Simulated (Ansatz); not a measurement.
Start from CsPbCl3 in the cubic perovskite structure (space group Pm-3m, No. 221; a = 5.521 Å). Axes: x, y, z lie along the cube axes.

Structures relaxed with LDA, PAW, 420 eV (Ansatz, a quantum-chemistry and plane-wave program; spin-orbit coupling left out).

Base:

Simulated powder pattern, Cu Kα1, λ = 1.54056 Å (kinematic, ideal powder, no thermal factors, no anomalous dispersion; the 14 strongest lines at most, above 2 %, up to 2θ = 90°):

| 2θ (°) | I/Imax (%) | hkl |
|---|---|---|
| 16.04 | 16 | (100) |
| 22.76 | 100 | (110) |
| 32.41 | 46 | (200) |
| 36.36 | 8.5 | (210) |
| 39.97 | 48 | (211) |
| 46.49 | 33 | (220) |
| 52.36 | 22 | (310) |
| 57.80 | 11 | (222) |
| 62.94 | 26 | (321) |
| 67.85 | 5.3 | (400) |
| 72.59 | 13 | (411) |
| 77.21 | 15 | (420) |
| 81.75 | 6.5 | (332) |
| 86.24 | 11 | (422) |

It is then changed as follows: tensile biaxial strain of 1.80 % in the plane normal to [001], as in epitaxy on a mismatched substrate; the out-of-plane cell vector and the atoms relax.

### Question
Predict the new powder pattern.

### Answer

Simulated powder pattern, Cu Kα1, λ = 1.54056 Å (kinematic, ideal powder, no thermal factors, no anomalous dispersion; the 14 strongest lines at most, above 2 %, up to 2θ = 90°):

| 2θ (°) | d (Å) | I/Imax (%) | hkl |
|---|---|---|---|
| 15.75 | 5.620 | 16 | (100) |
| 22.35 | 3.974 | 51 | (110) |
| 22.61 | 3.930 | 100 | (101) |
| 31.82 | 2.810 | 48 | (200) |
| 32.55 | 2.748 | 23 | (002) |
| 39.39 | 2.286 | 49 | (211) |
| 39.85 | 2.260 | 24 | (112) |
| 45.62 | 1.987 | 17 | (220) |
| 46.16 | 1.965 | 33 | (202) |
| 57.16 | 1.610 | 17 | (222) |
| 61.81 | 1.500 | 14 | (321) |
| 62.15 | 1.492 | 13 | (312) |
| 62.70 | 1.481 | 13 | (213) |
| 84.75 | 1.143 | 12 | (422) |

The indices refer to the base's conventional cell; one index is shown for lines that coincide. The space group is now P4/mmm (No. 123).

Stability against distortions was not tested. Many cubic perovskites are stable only at high temperature; tilts and polar distortions were not tested. This is not the structure that CsPbCl3 has at room temperature and ambient pressure.
